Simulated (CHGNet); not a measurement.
Double-hcp La

The numbers are results of the machine-learned potential CHGNet 0.3.0 (trained on PBE and PBE+U data), not measurements.

Cell (relaxed at this level):

```cif
data_La4
_chemical_formula_sum 'La4'
_space_group_name_H-M_alt 'P63/mmc'
_space_group_IT_number 194
_space_group_name_Hall '-P 6c 2c'
_cell_length_a 3.76457
_cell_length_b 3.76457
_cell_length_c 12.29749
_cell_angle_alpha 90.000
_cell_angle_beta 90.000
_cell_angle_gamma 120.000
loop_
_atom_site_label
_atom_site_type_symbol
_atom_site_symmetry_multiplicity
_atom_site_Wyckoff_symbol
_atom_site_fract_x
_atom_site_fract_y
_atom_site_fract_z
_atom_site_occupancy
La1 La 2 a 0.00000 0.00000 0.00000 1
La2 La 2 c 0.33333 0.66667 0.25000 1
```

For double-hcp La, the lattice parameter a is 3.765 Å and the lattice parameter c comes out as 12.297 Å.

Measured, for comparison: lattice constant a 3.774 Å, lattice parameter c 12.171 Å (293 K, not corrected to a static lattice; as tabulated in Wikipedia's data pages). Computed (rounded) less measured: lattice constant a -0.2 %, lattice parameter c +1.0 %.

A machine-learned potential is trained on density-functional data: it inherits that level's misses and adds fitting errors of its own.

Note: elastic tensor is asymmetric by over 3 %: noisy; elastic tensor is not positive definite: mechanically unstable at this level; the model gives imaginary modes for this phase (in the spectrum interpolated from a supercell).
